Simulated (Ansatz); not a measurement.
Cells marked so need not be the phases stable at ambient conditions, and some may be hypothetical.

The gap is the functional's own. No spin-orbit coupling. Mid-gap values are interpolated on the energy grid.

A. BiRhS (P2_13, not sure to be the ambient phase, 12 atoms a cell, 20.1 Å³ an atom, -2 GPa at this level), along the normal of (001)
B. Li$_{4}$NCl (R-3m, not sure to be the ambient phase, 6 atoms a cell, 12.4 Å³ an atom), along the normal of (100)
C. BaLi2Mg(PO4)2 (P-3, not sure to be the ambient phase, 14 atoms a cell, 11.6 Å³ an atom, -5 GPa at this level), along the normal of (110)
D. InAg(PSe3)2 (P-31c, not sure to be the ambient phase, 20 atoms a cell, 23.8 Å³ an atom), along the normal of (001)
E. Li₆TeO₆ (R-3, not sure to be the ambient phase, 13 atoms a cell, 9.5 Å³ an atom), along the normal of (001)

Q: Order them by mid-gap decay constant of the slowest evanescent state (lowest first) at the level r2SCAN run with Ansatz (a quantum-chemistry and plane-wave program).

A: A (0.12 1/Å), D (0.15 1/Å), B (0.27 1/Å), E (0.39 1/Å), C (0.47 1/Å)
